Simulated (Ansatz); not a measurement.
Phonon-limited resistivity of CoGe (P2_13) against temperature in μΩ·cm, PBEsol, DFPT electron-phonon coupling, linearised Boltzmann equation (Ansatz, an electronic-structure program), harmonic crystal at a fixed cell.

| T | ρ |
|---|---|
| 150 K | 42 |
| 200 K | [?] |
| 250 K | [?] |
| 273 K | 61 |
| 300 K | 63 |
| 350 K | 68 |
| 400 K | 72 |
| 500 K | 82 |
| 600 K | 92 |

Problem. What belongs in the gaps?

Solution. 
- 200 K, ρ: 52
- 250 K, ρ: 59

A metal at this level (no band gap). Only scattering by harmonic phonons is included (no impurities, grain boundaries, electron-electron scattering or thermal expansion). Spin-orbit coupling is left out. Values near or above 100 μΩ·cm, or paths under about 2 nm, lie near resistivity saturation, where the Boltzmann equation overshoots. Few carriers conduct, so the values hang on small band overlaps. Halving the electron mesh (20x20x20) moves the resistivity by up to 14 %. Smearing 0.20 eV; phonons on a 3x3x3 q mesh, which this run doesn't test and which matters most at low temperature.

Computed structure with no diffraction record at hand here (it may be known, metastable or hypothetical): CoGe (P2_13). Treated as nonmagnetic (a ferromagnetic start lost its moment, other orders weren't tried): CoGe (P2_13).
